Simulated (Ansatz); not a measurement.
Mn₂Ge (model structure, started from the Ni2In type, P6₃/mmc, No. 194, 6 atoms in the cell)

Computed with PBEsol (Ansatz, a program for electronic structure, plane waves, PAW).

Numerical settings: plane-wave cutoff 500 eV, 12×12×8 k mesh (along the axes of the cell as run), Fermi–Dirac smearing 0.05 eV, spin-polarised with parallel moments, scalar-relativistic PAW data made under PBE.

Cell (relaxed at this level):

```yaml
crystal:
  lattice:
    - [4.10881, 0.00000, 0.00000]
    - [-2.05440, 3.55833, 0.00000]
    - [0.00000, 0.00000, 4.97439]
  atoms:
    - { symbol: Ge, position: [0.33333, 0.66667, 0.25000] }
    - { symbol: Ge, position: [0.66667, 0.33333, 0.75000] }
    - { symbol: Mn, position: [0.00000, 0.00000, 0.00000] }
    - { symbol: Mn, position: [0.00000, 0.00000, 0.50000] }
    - { symbol: Mn, position: [0.33333, 0.66667, 0.75000] }
    - { symbol: Mn, position: [0.66667, 0.33333, 0.25000] }
```

For Mn₂Ge (model structure, started from the Ni2In type, P6₃/mmc, No. 194, 6 atoms in the cell), the band gap comes out as none.

Note: the magnetic order was assumed, not searched for or taken from measurement; the relaxation could raise the start's symmetry but not lower it, so the cell can be a saddle point.

Spin–orbit coupling is not included.

Computed values are for the static lattice.

A model structure was made by putting elements into a prototype or built by hand; it is no filed structure, need not be a known phase, and can be a saddle point held by its symmetry.
